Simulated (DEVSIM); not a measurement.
Device: illuminated Si n-on-p cell, one wavelength, at 300 K.

Layer 1 from the left is Si, thickness (μm) 0.700, Nd (cm⁻³) 6.8e18, τn (s) 2.3e-6, τp (s) 2e-7, absorption coefficient (cm⁻¹) 2600. Layer 2 from the left is Si, thickness (μm) 190, Na (cm⁻³) 2.5e17, τn (s) 1.1e-5, τp (s) 1.1e-5, absorption coefficient (cm⁻¹) 2600.

Left contact: ohmic, minority hole recombination velocity 20000 cm/s. Right contact: ohmic, minority electron recombination velocity 1e6 cm/s. Voltage is applied to the left contact. Recombination: SRH at mid-gap, radiative, Auger. Gap narrowing is on: ΔEg = 6.92 meV × (l + √(l² + 0.5)), l = ln(N/1.3e17 cm⁻³), shared equally by both band edges. Light enters at the left, 2.6e18 photons cm⁻² s⁻¹, one pass, no reflection. Mobility is μmin + (μ − μmin)/(1 + (N/Nref)^α).

Constants are typed, rounded textbook-type inputs, not results; the design itself was drawn at random and stands for no fabricated device. Values at 300 K.

Si: gap (eV) 1.124, affinity (eV) 4.05, permittivity 11.7, Nc (cm⁻³) 2.86e19, Nv (cm⁻³) 3.1e19, μn (cm²/Vs) 1417, μp (cm²/Vs) 470, μn,min 52, μp,min 45, Nref,n 9.7e16, Nref,p 2.2e17, αn 0.68, αp 0.72, B (cm³/s) 4.7e-15, Cn (cm⁶/s) 2.8e-31, Cp (cm⁶/s) 9.9e-32.

Model (solved in DEVSIM): 1D drift-diffusion, Boltzmann statistics, complete ionisation; no tunnelling, impact ionisation, image-force lowering or self-heating.

What does the simulation give for the open-circuit voltage, the largest field in the device at zero bias, the potential step across the device at zero bias?

open-circuit voltage 0.711 V; largest field in the device at zero bias 260000 V/cm; potential step across the device at zero bias 0.929 V.
